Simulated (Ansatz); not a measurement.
Band structure of CdGa2Te4 (I-4, 7 atoms in the cell).

```xyz
7
Lattice="-3.0592 3.0592 5.8594 3.0592 -3.0592 5.8594 3.0592 3.0592 -5.8594" Properties=species:S:1:pos:R:3 pbc="T T T"
Cd     0.0000     0.0000     0.0000
Ga     3.0592     0.0000     2.9297
Ga     0.0000     0.0000     5.8594
Te     4.4465     1.5614    -1.6081
Te     1.5614     1.6719     1.6081
Te    -1.3873     1.4978     4.2514
Te     1.4978     1.3873     7.4675
```

Computed with LDA (PW92), PAW files made with PBE (plane waves; Ansatz, an electronic-structure program).

Settings: kpoints.mp_grid.grid = 3 3 3; hamiltonian.xc = lda; hamiltonian.pseudopotentials = {kind: paw} (an earlier, softer set of the program's PAW files); scf.occupations.method = fixed; kpoints.band_path.npoints = 8.

The starting cell comes from a database of computed structures (which also holds hypothetical and non-ambient phases and stackings), without a prior relaxation at this level. Its lattice was rescaled by a random factor within 2.5 % of one. Spin-orbit coupling is off.

Task: Predict the gap along the standard path and the places of the band edges.

Result: The gap along the path is 1.13 eV, direct at Γ to within 0.01 eV.

Levels in eV from the top of the valence band on the path, bands 52 to 59:
```json
[
 {"point": "Γ", "52": "-1.89", "53": "-0.15", "54": "0.00", "55": "0.00", "56": "1.13", "57": "1.85", "58": "2.27", "59": "3.90"},
 {"point": "X", "52": "-1.00", "53": "-0.76", "54": "-0.55", "55": "-0.46", "56": "1.25", "57": "1.51", "58": "2.87", "59": "3.71"},
 {"point": "Y", "52": "-1.09", "53": "-0.83", "54": "-0.81", "55": "-0.59", "56": "1.59", "57": "1.85", "58": "3.13", "59": "3.86"},
 {"point": "S", "52": "-1.60", "53": "-1.52", "54": "-0.73", "55": "-0.53", "56": "1.80", "57": "2.50", "58": "2.84", "59": "3.18"},
 {"point": "Z", "52": "-1.42", "53": "-1.42", "54": "-0.96", "55": "-0.96", "56": "1.32", "57": "1.48", "58": "2.22", "59": "2.22"},
 {"point": "S1", "52": "-1.60", "53": "-1.52", "54": "-0.73", "55": "-0.53", "56": "1.80", "57": "2.50", "58": "2.84", "59": "3.18"},
 {"point": "N", "52": "-1.68", "53": "-1.26", "54": "-1.09", "55": "-0.51", "56": "2.39", "57": "2.62", "58": "3.39", "59": "3.46"},
 {"point": "P", "52": "-0.99", "53": "-0.96", "54": "-0.73", "55": "-0.69", "56": "1.80", "57": "2.04", "58": "2.26", "59": "3.69"},
 {"point": "Y1", "52": "-1.09", "53": "-0.83", "54": "-0.81", "55": "-0.59", "56": "1.59", "57": "1.85", "58": "3.13", "59": "3.86"}
]
```

Keys are those of Ansatz 0.2.
